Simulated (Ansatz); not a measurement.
CsCl-type TiCo was calculated with BLYP (PAW; Ansatz, a program for electronic structure).

Numerical settings: plane-wave cutoff 520 eV, 16×16×16 k mesh, Fermi–Dirac smearing 0.1 eV, perturbation theory, no spin polarisation, scalar-relativistic PAW data made under PBE.

Cell (relaxed at this level):

```xyz
2
Lattice="3.0040 0.0000 0.0000 0.0000 3.0040 0.0000 0.0000 0.0000 3.0040" Properties=species:S:1:pos:R:3 pbc="T T T"
Ti     0.0000     0.0000     0.0000
Co     1.5020     1.5020     1.5020
```

Problem. Give the computed zone-centre TO phonon frequency.

Solution. 
zone-centre TO phonon frequency: 183 cm⁻¹

Computing time: about 9 core-minutes (a rough figure).
